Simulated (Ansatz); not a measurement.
## CdGeAs2: energy against strain

CdGeAs2 (chalcopyrite, I-42d, 24.206 Å³/atom and stress up to 0.01 GPa in the relaxed cell, c along z) under a strain ε along c (axis z), the other axes held. LDA in Ansatz, a plane-wave DFT program (PAW, default set), 420 eV, 8×8×8 Γ-centred mesh, Fermi-Dirac smearing 0.05 eV; ions are relaxed, or left where forces stay under 0.02 eV/Å, within the symmetry of each cell.

Here s stands for strain and y for E less E0.

```
strain (%)  E less E0 (meV/atom)
----------  --------------------
-1.50                       1.50
-0.75                       0.37
0.00                        0.00
0.75                        0.37
1.50                        1.45
3.00                           ?
```

### Question
Fit y against s with a parabola, and predict the withheld value at s = 3.00.

### Answer
Least squares gives y = 0.001 - 0.0133·s + 0.6552·s². Residuals (row less fit): 0.005, -0.010, -0.001, 0.010, -0.005; standard error 0.011 (degrees of freedom: 2). Twice the quadratic coefficient over the volume, 2 × 0.6552 meV × 10⁴ × 0.1602 / 24.206 Å³, is the elastic constant C33 = 86.7 ± 0.7 GPa (± standard error of the fit, which holds the terms cut off). At the withheld row, y = 0.001 - 0.0133 × 3.00 + 0.6552 × 3.00² = 5.858 meV/atom. The calculation gives 5.75 meV/atom, 0.108 meV/atom below the prediction (1.9 % of the range of y in the table). The row lies outside the fitted rows, so this is an extrapolation. From the scatter of the fitted rows alone, a prediction at this place has a standard error of 0.046 meV/atom, so the miss is 2.3 times that.

A polynomial of degree 3 through the 8 other runs of the series gives 5.76 there, so most of the miss is curvature that the fit leaves out. Rows are the converged runs of the series near zero and its far end; series whose fitted rows scatter by over a few per cent of the range, as at a crossing or softening among them, aren't shown in this form, nor equations of state whose B0' disagrees with the runs' pressures. Most that stay on the fit to the last digits aren't either.
